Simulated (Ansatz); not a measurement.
MoS2 in the 2H-MoS2 type structure (space group P6_3/mmc, No. 194; layered, stacked along the Cartesian z axis)

```
CELL_PARAMETERS angstrom
      3.10899     0.00000     0.00000
     -1.55449     2.69246     0.00000
      0.00000     0.00000    11.70884
ATOMIC_POSITIONS crystal
  Mo 0.33333 0.66667 0.25000
  Mo 0.66667 0.33333 0.75000
  S  0.33333 0.66667 0.61649
  S  0.66667 0.33333 0.11649
  S  0.66667 0.33333 0.38351
  S  0.33333 0.66667 0.88351
```

All numbers come from PBEsol-D3(BJ) (Ansatz, a first-principles code, PAW, no SOC). Settings: 12×12×3 k-points, 0.05 eV Fermi–Dirac smearing.

```json
{
 "volume_per_atom": "16.34 Å³",
 "density": "5.42 g/cm³",
 "band_gap": "0.52 eV, indirect, Γ → K–Γ (44 % along)",
 "hole_mass": "1.1 mₑ along c, 0.50 mₑ across",
 "total_energy": "-2223.776 eV/atom (σ→0; compares only within this code and set-up)"
}
```

Effective masses come from finite differences of ±0.01 Å⁻¹. Whether these cells are dynamically stable was not tested.
